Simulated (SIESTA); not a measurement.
Band structure of ZnS (P6_3mc, 8 atoms in the cell).

```
CELL_PARAMETERS angstrom
      3.80819     0.00000     0.00000
     -1.90409     3.29799     0.00000
      0.00000     0.00000    12.45011
ATOMIC_POSITIONS crystal
  Zn 0.66667 0.33333 0.74993
  Zn 0.33333 0.66667 0.24993
  Zn 0.00000 0.00000 0.50000
  Zn 0.00000 0.00000 0.00000
  S  0.66667 0.33333 0.93773
  S  0.33333 0.66667 0.43773
  S  0.00000 0.00000 0.68734
  S  0.00000 0.00000 0.18734
```

Method: GGA PBE, numerical atomic orbitals DZP, PseudoDojo PBE standard norm-conserving potentials (rewritten from UPF to PSML) in SIESTA.

Settings: XC.functional = GGA; XC.authors = PBE; potentials = PseudoDojo PBE standard; PAO.BasisSize = DZP; PAO.EnergyShift = 0.005 Ry; MeshCutoff = 350 Ry; kgrid.MonkhorstPack = 7 7 2; OccupationFunction = FD; ElectronicTemperature = 10 K; MaxSCFIterations = 150; SCF.Mixer.Method = Broyden; SCF.Mixer.Weight = 0.1; SCF.Mixer.History = 8; SCF.DM.Tolerance = 1.0E-04.

The starting cell comes from a database of computed structures (which also holds hypothetical and non-ambient phases and stackings), without a prior relaxation at this level. Its lattice was rescaled by a random factor within 2.5 % of one. Values carry the incompleteness of an atom-centred basis.

### Question
Predict the gap along the standard path and the places of the band edges.

### Answer
The gap along the path is 2.76 eV, direct at Γ to within 0.01 eV.

Levels in eV from the top of the valence band on the path, bands 49 to 53:
| point | 49 | 50 | 51 | 52 | 53 |
|---|---|---|---|---|---|
| Γ | -0.44 | -0.02 | 0.00 | 0.00 | 2.76 |
| M | -1.55 | -1.53 | -1.06 | -0.84 | 3.75 |
| K | -2.28 | -1.71 | -1.71 | -1.27 | 5.07 |
| A | -0.14 | -0.14 | -0.14 | -0.14 | 3.60 |
| L | -1.47 | -1.47 | -1.07 | -1.07 | 4.09 |
| H | -1.76 | -1.76 | -1.56 | -1.56 | 4.73 |

Higher empty bands are left out: an atom-centred basis made for the valence describes them poorly.
